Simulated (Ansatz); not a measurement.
## SiC (space group P6_422, No. 181; a hypothetical phase, not in the database extracts checked)

SiC is taken in the hexagonal space group P6₄22 (No. 181), Pearson symbol hP6. Conventional cell: a = b = 3.0657 Å, c = 7.0310 Å, α = β = 90.00°, γ = 120.00°. Si on 3c is coordinated by 4 C at 1.929 Å. C on 3d is coordinated by 4 Si at 1.929 Å. (Neighbours: up to the widest gap in distance over summed covalent radii, below 1.35, at either atom.)

Computed with PBEsol in Ansatz (plane waves to 420 eV, PAW, no spin-orbit coupling). k-mesh 12×12×5 (Γ-centred); smearing 0.05 eV (Fermi–Dirac).

The volume per atom is 9.54 Å³, the density is 3.49 g/cm³ and the band gap is 0.77 eV, indirect, Γ → M. The total energy is -433.822 eV/atom (σ→0; compares only within this code and set-up).

Whether these cells are dynamically stable was not tested. The base started in P3_121 and relaxed to P6_422 at this level.

Ansatz is an electronic-structure program.
